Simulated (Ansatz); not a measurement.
Levels about the gap of amorphous Al$_{28}$O$_{45}$Y$_{2}$ (75 atoms in a cell of 838 Å³, 3.27 g/cm³; zone centre alone, so wide bands show as single levels with stretches between that a denser mesh fills), at the geometry that PBE relaxed, where it gives 1.5 GPa on a denser mesh. The participation number counts the atoms over which a state spreads; weights are charges in smoothed Voronoi cells. The levels come from a single point, so bond lengths are those of that geometry. Method of the levels: PBE, scalar-relativistic without spin-orbit coupling (Ansatz, a quantum-chemistry and plane-wave program). Sampling: the zone centre alone; Fermi-Dirac width 0.02 eV; no spin polarisation. At PBE the levels at the filled edge of the gap are localised (band-tail or defect states), and the nearest spread-out levels lie 4.2 eV apart at the zone centre.

Preparation: random packing, a CHGNet melt and quench, and a DFT relaxation. O atoms were pushed apart under 1.9 Å during the dynamics, to hinder bonds among them. The hot cell started wider than the set density and was brought back towards it in steps. It is the lowest in DFT energy of 2 quenches. It is a model cell: composition and starting density were chosen by hand, and all elements were melted together. No dispersion term was used. Its density started from a set value of 3.27 and ended at 3.27 g/cm³. The simulated quench (nominally 280 K/ps over its main leg) is rapid and tends to freeze in more defects than a deposited or slowly cooled glass has. A cell of this size samples the disorder only roughly. The volume was held where the preparation left it, at a PBE pressure of 1.5 GPa. Stress components on the final sampling reach 2.5 GPa.

| E - E(highest filled), eV | filling | participation number | largest on | weight O | weight Y | weight Al |
|---|---|---|---|---|---|---|
| -0.51 | filled | 11.4 | O, 2 neighbours | 0.95 | 0.00 | 0.05 |
| -0.50 | filled | 15.7 | O, 2 neighbours | 0.95 | 0.00 | 0.05 |
| -0.42 | filled | 12.7 | O, 3 neighbours | 0.94 | 0.01 | 0.05 |
| -0.26 | filled | 9.3 | O, 4 neighbours | 0.95 | 0.00 | 0.05 |
| -0.21 | filled | 11.2 | O, 3 neighbours | 0.95 | 0.00 | 0.05 |
| -0.08 | filled | 4.3 | O, 3 neighbours | 0.95 | 0.01 | 0.04 |
| 0.00 | filled | 4.7 | O, 3 neighbours | 0.95 | 0.01 | 0.04 |
| 3.70 | empty | 65.0 | Al, 5 neighbours | 0.60 | 0.02 | 0.38 |
| 5.31 | empty | 3.5 | Y, 7 neighbours | 0.36 | 0.52 | 0.12 |
| 5.55 | empty | 18.1 | Y, 7 neighbours | 0.53 | 0.23 | 0.24 |
| 5.61 | empty | 18.7 | Y, 7 neighbours | 0.51 | 0.25 | 0.24 |
| 5.70 | empty | 6.1 | Y, 7 neighbours | 0.42 | 0.46 | 0.12 |
| 5.82 | empty | 30.5 | Y, 7 neighbours | 0.54 | 0.15 | 0.31 |
| 5.92 | empty | 20.5 | Y, 7 neighbours | 0.52 | 0.21 | 0.27 |

Most localised among these is the empty level at +5.31 eV, on a Y atom, which has 7 neighbours (O 2.11 Å, O 2.31 Å, O 2.34 Å, O 2.40 Å, O 2.45 Å, O 2.49 Å, O 2.65 Å).
